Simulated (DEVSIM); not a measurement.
System: abrupt In0.53Ga0.47As n-p junction, at 250 K.

| layer (left to right) | material | thickness (μm) | Nd (cm⁻³) | Na (cm⁻³) | τn (s) | τp (s) |
|---|---|---|---|---|---|---|
| 1 | In0.53Ga0.47As | 3.80 | 2.8e16 | - | 2.3e-8 | 2.3e-8 |
| 2 | In0.53Ga0.47As | 7.00 | - | 1.4e14 | 2.3e-8 | 2.3e-8 |

Left contact: ohmic. Right contact: ohmic. Voltage is applied to the left contact. Recombination: SRH at mid-gap, Auger. Mobility is constant in doping.

Constants are typed, rounded textbook-type inputs, not results; the design itself was drawn at random and stands for no fabricated device. Values at 300 K; Nc and Nv go as T^1.5, mobilities as T to minus their exponent, the gap by Varshni's rule with the affinity fixed.

| parameter | In0.53Ga0.47As |
|---|---|
| gap (eV) | 0.74 |
| affinity (eV) | 4.51 |
| permittivity | 13.9 |
| Nc (cm⁻³) | 2.1e17 |
| Nv (cm⁻³) | 7.7e18 |
| μn (cm²/Vs) | 12000 |
| μp (cm²/Vs) | 300 |
| T exponent of μn | 1.6 |
| T exponent of μp | 1.6 |
| Cn (cm⁶/s) | 5e-29 |
| Cp (cm⁶/s) | 5e-29 |
| Varshni α (eV/K) | 0.00035 |
| Varshni β (K) | 190 |

DEVSIM, 1D drift-diffusion, Boltzmann statistics, complete ionisation; no tunnelling, impact ionisation, image-force lowering or self-heating.

Task: Tabulate band edges, carrier densities and field at zero bias.

Result: Energies count from the Fermi level of the right contact; mesh points crowd at the junctions.

```csv
x (μm),Ec (eV),Ev (eV),n (cm⁻³),p (cm⁻³),field (V/cm)
0.000,0.038,-0.717,2.8e16,21000,≈ 0
0.03013,0.038,-0.717,2.8e16,21000,≈ 0
0.09757,0.038,-0.717,2.8e16,21000,≈ 0
0.2598,0.038,-0.717,2.8e16,21000,≈ 0
0.7857,0.038,-0.717,2.8e16,21000,≈ 0
1.864,0.038,-0.717,2.8e16,21000,≈ 0
2.929,0.038,-0.717,2.8e16,21000,≈ 0
3.523,0.038,-0.717,2.8e16,21000,≈ 0
3.690,0.038,-0.717,2.8e16,21000,130
3.764,0.044,-0.711,2.1e16,27000,2500
3.797,0.059,-0.695,1.0e16,57000,7700
3.840,0.088,-0.667,2.7e15,210000,5500
3.920,0.125,-0.630,4.9e14,1200000,4100
4.099,0.190,-0.564,2.3e13,2.5e7,3400
4.743,0.370,-0.384,5.5e9,1.0e11,2200
6.041,0.515,-0.239,6600000,8.7e13,280
8.377,0.525,-0.229,4100000,1.4e14,≈ 0
9.736,0.525,-0.229,4100000,1.4e14,≈ 0
10.46,0.525,-0.229,4100000,1.4e14,≈ 0
10.66,0.525,-0.229,4100000,1.4e14,≈ 0
10.75,0.525,-0.229,4100000,1.4e14,≈ 0
10.80,0.525,-0.229,4100000,1.4e14,≈ 0
```
